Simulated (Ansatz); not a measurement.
The reference is Ge in the diamond structure (space group Fd-3m, No. 227; a = 5.674 Å).

Method: Ansatz (an electronic-structure program), r2SCAN, PAW, cutoff 500 eV, no spin-orbit coupling.

Before the change:

```
Quantity                  Result
-------------------  -----------
Lattice parameter a     567.4 pm
Band gap                 0.36 eV
Smallest direct gap      0.36 eV
Gap character        direct at Γ
```

Now apply this change: every Ge is replaced by Si; the structure is relaxed again.

Problem. What does the calculation give for the lattice parameter a after the change?

Solution. The lattice parameter a drops by 23.0 pm to 544.4 pm.

Problem. Predict the new band gap.

Solution. The band gap grows by 0.42 eV to 0.78 eV.

Problem. How does this affect the hole mass?

Solution. The hole mass (degenerate bands, along [100]) amounts to 0.17, 0.25, 0.25 mₑ (at Γ).

Problem. How does this affect the smallest direct gap?

Solution. The smallest direct gap goes up by 2.38 eV, from 0.36 eV to 2.74 eV.

Problem. Estimate the effect on the gap character.

Solution. The gap character goes from direct at Γ to indirect, Γ → Γ–X (87 % along).

Effective masses come from finite differences of ±0.01 Å⁻¹. Whether these cells are dynamically stable was not tested. The real Ge has an indirect gap at ambient pressure; r2SCAN orders its close-lying valleys differently.
